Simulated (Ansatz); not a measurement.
Take CuI in the zinc blende structure (space group F-43m, No. 216) as the base.

CuI is taken in the cubic space group F-43m (No. 216), the zinc blende structure, Pearson symbol cF8. Conventional cell: a = b = c = 6.023 Å, α = β = γ = 90.00°. I on 4c is coordinated by 4 Cu at 2.608 Å (tetrahedral). Cu on 4a is surrounded by 4 I at 2.608 Å (tetrahedral). (Neighbours: up to the widest gap in distance over summed covalent radii, below 1.35, at either atom; cation-cation and far metal-metal contacts left out.)
(The calculation used a cell of 2 atoms; values per cell refer to that cell.)

Level of theory: Ansatz (a first-principles code) r2SCAN, no spin-orbit coupling.

Base values:

Density: 5.79 g/cm³
Band gap: 1.67 eV

Perturbation: hydrostatic tension (pressure −2 GPa).

**Question.** What happens to the density?

**Answer.** The density decreases by 0.29 g/cm³, from 5.79 g/cm³ to 5.50 g/cm³.

**Question.** What happens to the band gap?

**Answer.** The band gap drops by 0.15 eV to 1.52 eV.

Spin-orbit coupling, missing from the scalar runs, can matter with I. Load acts through the strain it causes; cell and atoms are relaxed under it. Stability against distortions was not tested. The final runs are not spin-polarised.
